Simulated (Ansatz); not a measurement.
In a (14,14) carbon nanotube, spin-degenerate bands cross the Fermi level 2 times between Γ and the zone edge.

Computed with PBE (plane waves to 420 eV, PAW; Ansatz, a program for electronic structure). Mesh 1×1×30. No spin polarisation. Isolated but for its images some 11 Å away. An idealised model, rolled from the flat sheet. It keeps the symmetry and period of its start, so it need not be a minimum against all distortions.

What are the conductance and the two-terminal resistance of a perfect, endless piece?

Each crossing on the half of the zone with k > 0 has a partner at −k, so it gives one mode in each direction. Counting spin there are 4 modes, each carrying e²/h = 38.74 μS. G = 4 × 38.74 = 155.0 μS and R = 1/G = 6.45 kΩ, whatever the length. Scattering by phonons, roughness and contacts can only raise R.
